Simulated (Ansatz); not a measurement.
Crystal: SiC (P6_3mc, wurtzite, 4 atoms a cell, 10.3 Å³ an atom); both levels run on this one cell.

Complex bands along the normal of (001) by Ansatz (plane waves, PAW, no spin-orbit coupling). r2SCAN gives a gap of 2.65 eV and a slowest mid-gap decay of 0.243 1/Å.

What does PBE give on the same cell, and what does that do to the current through 2 nm?

Gap 2.27 eV, κ = 0.233 1/Å. The mid-gap transmission through 2 nm changes by exp(2 × 20 × (0.243 − 0.233)) = a factor of 1.5 against r2SCAN.

Ansatz is a program for electronic structure.
